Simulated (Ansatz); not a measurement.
A self-consistent single point of Mg (P6_3/mmc, 4 atoms in the cell) with Ansatz (a quantum-chemistry and plane-wave program).

Computed with revPBE, PAW files made with PBE (plane waves; Ansatz).

```yaml
crystal:
  lattice:
    - [3.25307, 0.00000, 0.00000]
    - [-1.62654, 2.81724, 0.00000]
    - [0.00000, 0.00000, 10.56651]
  atoms:
    - { symbol: Mg, position: [0.00000, 0.00000, 0.00000] }
    - { symbol: Mg, position: [0.00000, 0.00000, 0.50000] }
    - { symbol: Mg, position: [0.33333, 0.66667, 0.25000] }
    - { symbol: Mg, position: [0.66667, 0.33333, 0.75000] }
```

Reference input (self-consistent single point, DFT, revPBE, plane waves, PAW files made with PBE): basis.ecutwfc = 420 eV; kpoints.mp_grid.grid = 12 12 3; hamiltonian.xc = revpbe; hamiltonian.pseudopotentials = {kind: paw} (the program's default PAW files); scf.occupations.method = fermi_dirac; scf.occupations.width = 0.05 eV. This run's input differs from it in these lines:

Ansatz 0.2 input:
```diff
@@ -12,3 +12,3 @@
 basis:
-  ecutwfc: 420.0
+  ecutwfc: 170.0
 kpoints:
```

Log, with long lists cut:

```
SCF iter   1: F=—  HF=-7674.856245 eV  |F-HF|=—  |Δ(HF+E_count)|=         —  Δρ=6.43e-2  dr2=1.39e0  ethr=3.10e-3  ⟨swp⟩=4.1  Hψ=3175  notcnv=0
all-band conjugate gradients solve this SCF's bands
preconditioner: auto → Kerker (q_TF=auto, 2.354 Å⁻¹)
SCF iter   2: F=—  HF=-7673.498979 eV  |F-HF|=—  |Δ(HF+E_count)|=    1.36e0  Δρ=2.63e-2  dr2=3.19e-1  ethr=3.10e-3  ⟨swp⟩=2.0  Hψ=2128  notcnv=0
   [... lines left out ...]
SCF iter   6: F=—  HF=-7673.324504 eV  |F-HF|=—  |Δ(HF+E_count)|=   3.74e-3  Δρ=3.29e-5  dr2=1.43e-6  ethr=2.39e-8  ⟨swp⟩=2.0  Hψ=1522  notcnv=0
SCF iter   7: F=-7673.324504 eV  HF=-7673.324504 eV  |F-HF|=8.00e-9  |Δ(HF+E_count)|=   5.58e-8  Δρ=8.23e-6  dr2=7.26e-8  ethr=2.50e-10  ⟨swp⟩=2.7  Hψ=2855  notcnv=0
the search or the solves at the SCF's close seem to have found levels that the self-consistency loop had missed (the run counts 1) …
SCF 1 converged in 7 iterations: F = -7673.324504 eV  dr2 = 7.26e-8
Free energy (F): -7673.324504 eV
Internal energy: -7673.307326 eV  (E = F + TS)
E sigma→0 (E₀):  -7673.315915 eV
Entropy (-TS):   -0.017177 eV (-4.294 meV/atom)
Fermi energy:    5.227163 eV
--- Forces (eV/Å), atoms counted from 1 ---
  atom   1  Mg     0.00000000     0.00000000     0.00000000
   [... zero for the other atoms too ...]
--- Stress (GPa, compression-positive) ---
       -1.947075      -0.000000       0.000000
        0.000000      -1.947075       0.000000
        0.000000       0.000000      -2.702487
  P = ⅓ Tr σ = -2.1989 GPa (-21.989 kbar)
  The stress holds the Pulay correction. Without it, at fixed plane waves, as pw.x and ABINIT print it: P = -230.9309 GPa
```

The run converged in 7 iterations. Against the reference run the free energy goes up by 7.51 eV/atom and the pressure goes from -0.77 to -2.20 GPa.

The starting cell comes from a database of computed structures (which also holds hypothetical and non-ambient phases and stackings), without a prior relaxation at this level. Its lattice was rescaled by a random factor within 2.5 % of one. Ansatz's pressure includes its estimate of the finite-basis (Pulay) stress. Without the estimate this run gives -230.93 GPa. The cutoff lies below the one recommended for these files.
